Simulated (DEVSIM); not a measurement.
System: Co/SiO2/n-Si capacitor, at 250 K.

```
layer (left to right)  material  thickness (nm)  Nd (cm⁻³)
---------------------  --------  --------------  ---------
1                          SiO2            1.20          -
2                            Si             800     5.2e17
```

Metal gate on the left, work function 5 eV. Fixed charge at the semiconductor interface 0 cm⁻² (in units of +e); interface traps 9.1e11 cm⁻² eV⁻¹, uniform in energy, neutral level at 0.7 of the gap above the valence band.

The device is made up for the run: typed textbook-type constants, with dimensions and the other settings drawn at random. Values at 300 K; Nc and Nv go as T^1.5, mobilities as T to minus their exponent, the gap by Varshni's rule with the affinity fixed.

| parameter | SiO2 | Si |
|---|---|---|
| gap (eV) | 9 | 1.124 |
| affinity (eV) | 0.9 | 4.05 |
| permittivity | 3.9 | 11.7 |
| Nc (cm⁻³) | - | 2.86e19 |
| Nv (cm⁻³) | - | 3.1e19 |
| Varshni α (eV/K) | - | 0.000473 |
| Varshni β (K) | - | 636 |

Simulated with DEVSIM: 1D Poisson equation in equilibrium, Boltzmann statistics, complete ionisation; no quantum confinement or tunnelling. Metal contacts follow the ideal Schottky-Mott rule: no Fermi-level pinning, no interface dipoles.

The gate work function was swept, all else fixed.

```json
[
 {"gate work function (eV)": "4.7", "threshold voltage (band bending 2φF) (V)": "-0.58", "flat-band voltage (V)": "0.58"},
 {"gate work function (eV)": "4.85", "threshold voltage (band bending 2φF) (V)": "-0.43", "flat-band voltage (V)": "0.73"},
 {"gate work function (eV)": "5", "threshold voltage (band bending 2φF) (V)": "-0.28", "flat-band voltage (V)": "0.88"},
 {"gate work function (eV)": "5.15", "threshold voltage (band bending 2φF) (V)": "-0.13", "flat-band voltage (V)": "1.03"},
 {"gate work function (eV)": "5.3", "threshold voltage (band bending 2φF) (V)": "0.02", "flat-band voltage (V)": "1.18"}
]
```

From the first row to the last the threshold voltage (band bending 2φF) goes from -0.58 to 0.02. From the first row to the last the flat-band voltage goes from 0.58 to 1.18.
